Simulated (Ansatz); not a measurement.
The reference is CaS in the rock salt structure (space group Fm-3m, No. 225; a = 5.7120 Å).

Level of theory: PBE (Ansatz, a quantum-chemistry and plane-wave program; PAW; 420 eV plane waves; spin-orbit coupling left out).

Base values:

```
Quantity               Result
-------------------  --------
Volume per atom      23.30 Å³
Smallest direct gap   3.18 eV
Band gap              2.38 eV
```

Now apply this change: a hydrostatic pressure of 0.7 GPa.

### Question
What happens to the volume per atom?

### Answer
The volume per atom falls by 0.28 Å³, from 23.30 Å³ to 23.02 Å³.

### Question
What does the calculation give for the smallest direct gap after the change?

### Answer
The smallest direct gap falls by 0.02 eV (3.18 eV → 3.16 eV).

### Question
Predict the new band gap.

### Answer
The band gap drops by 0.027 eV to 2.36 eV.

Load acts through the strain it causes; cell and atoms are relaxed under it. Whether these cells are dynamically stable was not tested.
